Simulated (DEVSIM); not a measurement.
Structure: Cr/La2O3/SiO2/p-Si capacitor, at 400 K.

Layer 1 from the left is La2O3, thickness (nm) 24.0. Layer 2 from the left is SiO2, thickness (nm) 0.730. Layer 3 from the left is Si, thickness (nm) 12000, Na (cm⁻³) 2.3e15.

Metal gate on the left, work function 4.5 eV. Fixed charge at the semiconductor interface 1.8e11 cm⁻² (in units of +e); no interface traps.

This is a model device: material constants are rounded textbook-type values typed into the input, and sizes, dopings and lifetimes were drawn at random. Values at 300 K; Nc and Nv go as T^1.5, mobilities as T to minus their exponent, the gap by Varshni's rule with the affinity fixed.

La2O3: gap (eV) 5.8, affinity (eV) 1.8, permittivity 27. SiO2: gap (eV) 9, affinity (eV) 0.9, permittivity 3.9. Si: gap (eV) 1.124, affinity (eV) 4.05, permittivity 11.7, Nc (cm⁻³) 2.86e19, Nv (cm⁻³) 3.1e19, Varshni α (eV/K) 0.000473, Varshni β (K) 636.

DEVSIM, 1D Poisson equation in equilibrium, Boltzmann statistics, complete ionisation; no quantum confinement or tunnelling. Metal contacts follow the ideal Schottky-Mott rule: no Fermi-level pinning, no interface dipoles.

Problem. What does the simulation give for the flat-band voltage, the minimum of the low-frequency capacitance?

Solution. flat-band voltage -0.34 V; minimum of the low-frequency capacitance 0.0266 μF/cm².
